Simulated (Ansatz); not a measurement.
Method: PBE (plane waves to 420 eV, PAW; Ansatz, a quantum-chemistry and plane-wave program).

Electrostatic potential energy of an electron, averaged over planes parallel to the surface, in eV from the Fermi level, for the (111) surface of fcc Cu, one row in 3 of the top plane missing (bottom of the slab: a bare face, its two planes held):

(z (Å), V (eV)): (3.53, 4.80); (3.83, 4.79); (4.12, 4.79); (4.42, 4.79); (4.71, 4.79); (5.01, 4.78); (5.30, 4.76); (5.59, 4.71); (5.89, 4.61); (6.18, 4.41); (6.48, 3.98); (6.77, 3.05); (7.07, 1.00); (7.36, -4.91); (7.66, -13.03); (7.95, -16.96); (8.24, -15.29); (8.54, -8.47); (8.83, -1.39); (9.13, -0.03); (9.42, -4.40); (9.72, -12.44); (10.01, -16.99); (10.31, -15.99); (10.60, -9.64); (10.89, -2.10); (11.19, -0.01); (11.48, -3.75); (11.78, -11.76); (12.07, -16.79); (12.37, -16.29); (12.66, -10.35); (12.96, -2.58); (13.25, 0.05); (13.54, -3.07); (13.84, -10.98); (14.13, -16.53); (14.43, -16.60); (14.72, -11.17); (15.02, -3.24); (15.31, 0.02); (15.61, -2.46); (15.90, -9.99); (16.19, -16.02); (16.49, -16.73); (16.78, -11.92); (17.08, -4.04); (17.37, 0.00); (17.67, -1.77); (17.96, -6.72); (18.26, -9.73); (18.55, -9.19); (18.84, -5.11); (19.14, 0.14); (19.43, 2.59); (19.73, 3.52); (20.02, 3.96); (20.32, 4.17); (20.61, 4.27); (20.91, 4.31); (21.20, 4.34); (21.49, 4.35); (21.79, 4.35); (22.08, 4.36); (22.38, 4.36); (22.67, 4.36)

Slab: 17 atoms, 10.5 Å thick at the start with caps and adatoms (thin: gaps and levels are the slab's own); k 17x6x1, smearing 0.1 eV, dipole-corrected; 6 atoms held, the rest relaxed; no symmetry held; no spin, no spin-orbit, no U. In PBE it is, or lies within 0.01 eV a 1x1 cell of, the lowest of the 2 structures of its composition computed so far; subsurface sites and larger cells were not tried.

### Question
The surface cell has an area of 17.12 Å². What dipole along the normal does the step between the two vacuum levels imply?

### Answer
the top vacuum level lies 0.44 eV below the bottom one; p = −ε₀ A ΔV (ε₀ = 0.005526 e/(V·Å)) gives 0.04 e·Å a cell.
